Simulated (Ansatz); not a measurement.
The reference is Hf in the hcp (Mg type) structure (space group P6_3/mmc, No. 194; relaxed with 0.1 eV smearing).

```xyz
2
Lattice="3.1983 0.0000 0.0000 -1.5991 2.7698 0.0000 0.0000 0.0000 5.0488" Properties=species:S:1:pos:R:3 pbc="T T T"
Hf     1.5991     0.9233     3.7866
Hf     0.0000     1.8465     1.2622
```

Cartesian axes are those of the cell as printed.

Computed with r2SCAN, PAW, 500 eV (Ansatz, a quantum-chemistry and plane-wave program; no spin-orbit coupling).

Modification: an isotropic linear strain of +2.50 %, atoms relaxed at fixed cell.

Q: Predict the stress tensor and what it implies for the stiffness.

A: Stress of the strained cell less that of the base (GPa, compression positive):
```
   -7.2     0.0     0.0
    0.0    -7.2     0.0
    0.0     0.0    -7.3
```

Then B = −ΔP/(ΔV/V₀) with ΔV/V₀ = 0.0769 gives secant stiffness values (nonlinear terms included at this strain): B (at held cell shape, above the free-shape value) ≈ 94 GPa.

As a check, the harmonic strain energy −½ V₀ Δσ:ε is 38 meV/atom; the computed energy rise is 41 meV/atom.

Whether these cells are dynamically stable was not tested. The final runs are not spin-polarised.
